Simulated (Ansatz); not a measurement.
Input:

```
MoTe2
1.0
    3.43370     0.00000     0.00000
   -1.71685     2.97367     0.00000
    0.00000     0.00000    13.44941
Te Mo
4 2
Direct
  0.66667   0.33333   0.38626
  0.33333   0.66667   0.88626
  0.33333   0.66667   0.61374
  0.66667   0.33333   0.11374
  0.66667   0.33333   0.75000
  0.33333   0.66667   0.25000
```

No spin polarisation.

All numbers come from Ansatz (a first-principles code), PBE-D3(BJ), PAW, cutoff 420 eV, no spin-orbit coupling. Γ-centred 11×11×3 mesh, Fermi–Dirac width 0.05 eV.

Q: What width of the top valence band does the calculation give?

A: 1.10 eV.

Q: Estimate the smallest direct gap.

A: 0.78 eV.

Q: Predict the gap character.

A: Indirect, K–Γ (81 % along) → K–Γ (44 % along).

Q: What band gap does the calculation give?

A: 0.42 eV.

Spin-orbit coupling, missing from the scalar runs, can matter with Te. The cells carry an imposed strain or load. No phonon test of stability was made. The cell was made from MoTe₂ (space group P6_3/mmc, No. 194; layered, stacked along the Cartesian z axis) by this change: isotropic strain −1.80 %.
